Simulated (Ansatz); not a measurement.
The reference is Ba in the bcc (W type) structure (space group Im-3m, No. 229; a = 4.883 Å; relaxed with 0.1 eV smearing). Axes: x, y, z lie along the cube axes.

The values are results of plane-wave PAW DFT at the PBEsol level (Ansatz, a program for electronic structure, 420 eV), without spin-orbit coupling, not measurements.

Strains are applied to the cell and any free atomic positions relax.

One change was made to it. Results:

The energy goes up by 3.6 meV/atom; the shortest interatomic distance falls by 0.041 Å (4.229 Å → 4.188 Å).

Q: What was done to the base?
A) uniaxial strain ε_yy = −1.96 %
B) tensor shear ε_xy = +0.97 %
C) strain tensor (xx, yy, zz, yz, xz, xy) = (+1.24, +0.83, −0.69, −1.69, −0.49, +0.95) %

A: C, strain tensor (xx, yy, zz, yz, xz, xy) = (+1.24, +0.83, −0.69, −1.69, −0.49, +0.95) %. For comparison, the energy relative to the base in the other runs: tensor shear ε_xy = +0.97 % gives +0.8 meV/atom; uniaxial strain ε_yy = −1.96 % gives +0.9 meV/atom.

Stability against distortions was not tested. The base started in Cmcm and relaxed to Im-3m at this level.
